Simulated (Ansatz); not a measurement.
Structure of amorphous Ti₂₀O₄₂Hf (periodic cell):

```xyz
63
Lattice="9.1921 -0.2026 -0.3395 -0.2026 8.8060 -0.1282 -0.3395 -0.1282 9.5899" Properties=species:S:1:pos:R:3 pbc="T T T"
Ti     1.3420     7.9918     5.1487
Ti     4.1765     6.3759     0.8679
Ti     2.8973     4.4672     8.1945
Ti     6.0913     1.4760     6.6535
Ti     5.2710     0.8047    -0.0483
Ti     0.0388     3.0809     7.2617
Ti     1.1306     7.4635     1.5944
Ti     7.1527     6.6149     6.3487
Ti     0.8903     6.5915     8.2385
Ti     6.4484     1.6631     3.2357
Ti     0.0299     5.0777     4.5224
Ti     5.1648     8.1116     4.6670
Ti     2.2014     2.6136     4.5070
Ti     8.1074     8.1609     3.0316
Ti     2.5777     1.0247     7.5125
Ti     6.7136     4.8974     2.4529
Ti     6.2409     4.2499     8.5641
Ti     0.1478     4.2166     0.9297
Ti     2.0417     2.0377     0.9961
Ti     3.6973     5.6660     5.0482
O      0.9145     8.2364     3.2699
O      0.6364     3.3842     5.2145
O      3.4088     7.5884     4.6660
O      4.7392     4.7381    -0.2320
O      0.3323     4.4443     2.7125
O      6.6116     0.8820     8.6429
O      1.6843     7.9642     7.0803
O      8.0999     5.2270     5.6427
O      5.5087     3.0578     7.4298
O      2.5545     6.2541     9.0015
O      6.2982     8.3440     6.1568
O      2.2356     1.0162     5.5050
O      7.7381     2.0976     6.2049
O      0.9948     4.9508     7.5350
O      2.4540     2.9009     7.2307
O      5.3570     1.3207     4.8532
O      0.5048     6.0732     0.4404
O      2.3719     2.0482     2.7721
O      6.1319     8.3025     3.1389
O      3.6216     5.3616     6.7677
O      7.9377     6.0891     3.1237
O      8.1399     3.5976     8.2901
O      3.4842     1.5109    -0.1435
O      6.3070     5.8265     7.7463
O      7.3055     4.3425     0.7829
O      5.7264     1.6424     1.5400
O      8.7134     7.8260     4.9374
O      5.5311     6.2258     5.0401
O      4.3444     0.6323     7.4673
O      1.6120    -0.0371     0.5066
O      5.0958     5.6104     2.2893
O      2.7816     6.7875     1.9595
O      0.1505     2.1944     1.0254
O      3.4295     3.9210     4.4700
O      1.5335     6.0247     4.8811
O      2.0212     3.7854     0.3767
O      8.4045     7.3648     7.7064
O      5.0300     7.9059     0.3533
O      6.7341     3.4700     3.5457
O      8.1929     1.1819     3.2659
O      0.5534     1.5009     8.1320
O      8.2903     8.0349     1.1213
Hf     8.4262     0.1920     9.1265
```

All values below come from PBE, scalar-relativistic without spin-orbit coupling (plane waves to 420 eV, PAW; Ansatz, a first-principles code).

Preparation: random packing, a CHGNet melt and quench, and a DFT relaxation. O atoms were pushed apart under 1.9 Å during the dynamics, to hinder bonds among them. The hot cell started wider than the set density and was brought back towards it in steps. It is the lowest in DFT energy of 2 quenches. It is a model cell: composition and starting density were chosen by hand, and all elements were melted together. No dispersion term was used. Its density started from a set value of 3.88 and ended at 3.88 g/cm³. The quench (nominally 240 K/ps over its main leg) was far faster than any real one, so the model tends to hold more defects than a real film. Values belong to this one cell and scatter from quench to quench. The volume was held where the preparation left it and the shape relaxed, at a PBE pressure of 1.9 GPa. Stress components on the final sampling reach 2.0 GPa.

Neighbours within Ti-Ti 3.12 Å, Ti-O 2.52 Å, Ti-Hf 3.23 Å, O-O 1.58 Å, O-Hf 2.65 Å, Hf-Hf 3.34 Å count as bonded. Two cations that share two anions don't count as bonded, nor two that share one unless they lie closer than Ti-Ti 3.04 Å, Ti-Hf 3.15 Å, Hf-Hf 3.25 Å.

Problem. Give the coordination numbers, mean bond lengths and angles.

Solution. 
```yaml
Mean coordination of Ti by anions: 5.30 (2 with 4, 10 with 5, 8 with 6)
Mean coordination of O: 2.67 (14 with 2, 28 with 3)
Mean coordination of Hf by anions: 6.00 (1 with 6)
Mean Ti-O bond: 1.949 Å (spread 0.135 Å, 106 counted)
Mean O-Hf bond: 2.106 Å (spread 0.070 Å, 6 counted)
Bond angle at Ti: mean 105.5°, spread 27.3°
Bond angle at O: mean 119.4°, spread 18.8°
Bond angle at Hf: mean 103.5°, spread 30.6°
```

Problem. List the pairs of like atoms that count as bonded by the rules above.

Solution. There are none by these rules.
